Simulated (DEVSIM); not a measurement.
Device: illuminated GaAs p-on-n cell, one wavelength, at 300 K.

Layer 1 from the left is GaAs, thickness (μm) 0.500, Na (cm⁻³) 8.8e17, τn (s) 6.7e-9, τp (s) 2.6e-9, absorption coefficient (cm⁻¹) 15000. Layer 2 from the left is GaAs, thickness (μm) 2.50, Nd (cm⁻³) 1.4e14, τn (s) 3.2e-8, τp (s) 3.2e-8, absorption coefficient (cm⁻¹) 15000.

Left contact: ohmic, minority electron recombination velocity 60000 cm/s. Right contact: ohmic, minority hole recombination velocity 20000 cm/s. Voltage is applied to the left contact. Recombination: SRH at mid-gap, radiative, Auger. Light enters at the left, 5e17 photons cm⁻² s⁻¹, one pass, no reflection. Mobility is μmin + (μ − μmin)/(1 + (N/Nref)^α).

Constants are typed, rounded textbook-type inputs, not results; the design itself was drawn at random and stands for no fabricated device. Values at 300 K.

GaAs: gap (eV) 1.424, affinity (eV) 4.07, permittivity 12.9, Nc (cm⁻³) 4.7e17, Nv (cm⁻³) 9e18, μn (cm²/Vs) 8500, μp (cm²/Vs) 400, μn,min 500, μp,min 20, Nref,n 6e16, Nref,p 1.5e17, αn 0.39, αp 0.38, B (cm³/s) 2e-10, Cn (cm⁶/s) 1e-30, Cp (cm⁶/s) 1e-30.

Simulated with DEVSIM: 1D drift-diffusion, Boltzmann statistics, complete ionisation; no tunnelling, impact ionisation, image-force lowering or self-heating.

Dark forward current:

```tsv
|V| (V)	|J| (A/cm²)
0.05	1.900e-10
0.10	6.741e-10
0.15	1.990e-9
0.20	5.619e-9
0.25	1.567e-8
0.30	4.356e-8
0.35	1.213e-7
0.40	3.392e-7
0.45	9.546e-7
0.50	2.716e-6
0.55	7.868e-6
0.60	2.356e-5
0.65	7.481e-5
0.70	0.0002618
0.75	0.001051
0.80	0.004899
0.85	0.02553
0.90	0.1364
0.95	0.6771
1.00	2.947
1.05	11.00
1.10	36.12
1.15	108.8
1.20	311.8
1.25	869.8
1.30	2384
```

Work out the local ideality factor n = ΔV / (kT/q · ln(J2/J1)) between the rows 0.15 and 0.20 V, 0.85 and 0.90 V, 1.25 and 1.30 V.

kT/q = 25.85 mV. From 0.15 to 0.20 V: ln(5.619e-9/1.990e-9) = 1.038, n = 1.86, near the 2 of recombination in the depletion region. From 0.85 to 0.90 V: ln(0.1364/0.02553) = 1.676, n = 1.15. From 1.25 to 1.30 V: ln(2384/869.8) = 1.008, n = 1.92.

What current could the absorbed light give at most, and what share is collected?

Σ αd = 4.50, so qΦ(1 − exp(−Σ αd)) = 79.2 mA/cm². The simulated short-circuit current is 77.97 mA/cm², a share of 0.98.

Estimate the open-circuit voltage by superposition: the voltage at which the dark current equals that short-circuit current.

Interpolating ln J in the table gives 0.883 V. The simulation gives 0.883 V, the same within the digits that matter. Superposition holds where collection doesn't change with voltage.

Estimate the fill factor from FF0 = (v − ln(v + 0.72))/(v + 1), v = qVoc/(nkT), with n from the dark curve.

The rows about Voc, 0.85 and 0.90 V, give n = 1.15, so v = 29.6 and FF0 = 0.856. The simulation gives 0.849, the same within the digits that matter.
